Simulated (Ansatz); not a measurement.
Take SiO$_{2}$ in the rutile structure (space group P4_2/mnm, No. 136; a = 4.185 Å, c = 2.669 Å) as the base.

Calculations: plane-wave PAW DFT at the r2SCAN level (Ansatz, a quantum-chemistry and plane-wave program, 500 eV), no spin-orbit coupling.

Base values:

The hole mass is 1.7 mₑ along c, 1.1 mₑ across (at Γ). The lattice parameter a comes out as 4.185 Å and the band gap comes out as 6.51 eV.

Now apply this change: S takes the place of O on all its sites, then cell and atoms are relaxed.

Tabulated Pauling electronegativity and covalent radius: O 3.44, 0.66 Å; S 2.58, 1.05 Å.

Question: Estimate the effect on the hole mass, lattice parameter a and band gap.

Answer: The hole mass changes from 1.7 mₑ along c, 1.1 mₑ across (at Γ) to 2.7 mₑ along c, 0.56 mₑ across (at Γ); the lattice parameter a increases by 1.5015 Å (4.185 Å → 5.687 Å); the band gap decreases by 6.19 eV (6.51 eV → 0.32 eV).

Effective masses come from finite differences of ±0.01 Å⁻¹. Whether these cells are dynamically stable was not tested. As relaxed here, SiS2 is a hypothetical phase, not in the database extracts checked.
